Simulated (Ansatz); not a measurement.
Worked example: self-consistent single point of Sn (Immm, 1 atom in the cell) in Ansatz (an electronic-structure program).

Method: PBEsol, default PAW files made with PBE (plane waves; Ansatz).

The change in words: lattice scaled by 0.98; kpoints.mp_grid.grid: 13 13 13 → 42 42 42. Reference geometry:
```
Sn
1.0
   -1.69629     1.96052     2.11419
    1.69629    -1.96052     2.11419
    1.69629     1.96052    -2.11419
Sn
1
Cartesian
  0.00000   0.00000   0.00000
```

Reference input (self-consistent single point, DFT, PBEsol, plane waves, default PAW files made with PBE): basis.ecutwfc = 420 eV; kpoints.mp_grid.grid = 13 13 13; hamiltonian.xc = pbesol; hamiltonian.pseudopotentials = {kind: paw} (the program's default PAW files); scf.occupations.method = fermi_dirac; scf.occupations.width = 0.1 eV. This run's input differs from it in these lines:

Ansatz 0.2 input:
```diff
@@ -3,5 +3,5 @@
   lattice:
-    - [-1.69629400, 1.96052400, 2.11419400]
-    - [1.69629400, -1.96052400, 2.11419400]
-    - [1.69629400, 1.96052400, -2.11419400]
+    - [-1.66236800, 1.92131400, 2.07191000]
+    - [1.66236800, -1.92131400, 2.07191000]
+    - [1.66236800, 1.92131400, -2.07191000]
   atoms:
@@ -12,3 +12,3 @@
   mp_grid:
-    grid: [13, 13, 13]
+    grid: [42, 42, 42]
 hamiltonian:
```

The program printed (abridged):

```
SCF iter   1: F=—  HF=-5949.765586 eV  |F-HF|=—  |Δ(HF+E_count)|=         —  Δρ=2.73e-3  dr2=1.08e-3  ethr=1.77e-3  ⟨swp⟩=5.0  Hψ=644731  notcnv=0
all-band conjugate gradients solve this SCF's bands
preconditioner: auto → none
SCF iter   2: F=—  HF=-5949.764577 eV  |F-HF|=—  |Δ(HF+E_count)|=   1.01e-3  Δρ=1.53e-3  dr2=3.64e-4  ethr=7.71e-6  ⟨swp⟩=1.8  Hψ=197606  notcnv=0
SCF iter   3: F=—  HF=-5949.764459 eV  |F-HF|=—  |Δ(HF+E_count)|=   1.18e-4  Δρ=4.51e-4  dr2=3.84e-5  ethr=2.60e-6  ⟨swp⟩=2.0  Hψ=178583  notcnv=0
SCF iter   4: F=—  HF=-5949.764423 eV  |F-HF|=—  |Δ(HF+E_count)|=   3.62e-5  Δρ=5.91e-5  dr2=8.48e-7  ethr=2.74e-7  ⟨swp⟩=2.0  Hψ=178614  notcnv=0
SCF iter   5: F=—  HF=-5949.764423 eV  |F-HF|=—  |Δ(HF+E_count)|=   3.07e-7  Δρ=2.95e-5  dr2=1.97e-7  ethr=6.06e-9  ⟨swp⟩=2.0  Hψ=176467  notcnv=0
SCF iter   6: F=-5949.764423 eV  HF=-5949.764423 eV  |F-HF|=4.01e-8  |Δ(HF+E_count)|=   1.14e-7  Δρ=1.12e-5  dr2=2.62e-8  ethr=7.14e-10  ⟨swp⟩=5.3  Hψ=485911  notcnv=0
SCF 1 converged in 6 iterations: F = -5949.764423 eV  dr2 = 2.62e-8
Free energy (F): -5949.764423 eV
Internal energy: -5949.746642 eV  (E = F + TS)
E sigma→0 (E₀):  -5949.755532 eV
Entropy (-TS):   -0.017781 eV (-17.781 meV/atom)
Fermi energy:    11.105126 eV
--- Forces (eV/Å), atoms counted from 1 ---
  atom   1  Sn     0.00000000     0.00000000     0.00000000
--- Stress (GPa, compression-positive) ---
        0.472927       0.000000       0.000000
        0.000000       0.003180       0.000000
        0.000000       0.000000      -0.842976
  P = ⅓ Tr σ = -0.1223 GPa (-1.223 kbar)
  The stress holds the Pulay correction. Without it, at fixed plane waves, as pw.x and ABINIT print it: P = -0.1578 GPa
```

The run converged in 6 iterations. Against the reference run the free energy drops by 17.4 meV/atom and the pressure goes from -2.97 to -0.12 GPa.

The starting cell comes from a database of computed structures (which also holds hypothetical and non-ambient phases and stackings), without a prior relaxation at this level. Its lattice was rescaled by up to half a per cent. For this run, on top of that: lattice scaled by 0.98. Ansatz's pressure includes its estimate of the finite-basis (Pulay) stress.

Cost on one core of a shared machine: roughly 2 min.
